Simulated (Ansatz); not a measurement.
Consider Ge in the diamond structure (space group Fd-3m, No. 227; a = 5.676 Å).

One thing is altered: a hydrostatic pressure of 3 GPa.

Levels (all Ansatz, an electronic-structure program, PAW): PBEsol (420 eV, spin-orbit coupling left out); r2SCAN (500 eV, scalar-relativistic without spin-orbit coupling); HSE06 (420 eV, no spin-orbit coupling).

At the geometry relaxed with PBEsol, these levels gave the following band gaps, in shuffled order: (a) 0.21 eV, (b) 0.92 eV, (c) 0.57 eV.

Task: Match each gap to its level.

Result: (a) PBEsol; (b) HSE06; (c) r2SCAN.

Single points use the geometry relaxed with PBEsol. The hybrid gap comes from the SCF mesh plus the semilocal run's edge points and a few special points and is an upper bound. Load acts through the strain it causes; cell and atoms are relaxed under it. Whether these cells are dynamically stable was not tested. Tetrahedral semiconductors of this kind turn to denser phases somewhere between about 1 and 50 GPa; those were not computed, so compressed cells here can lie past the real transition. A zero or small gap of Ge can be the functional's error rather than a property of the material.
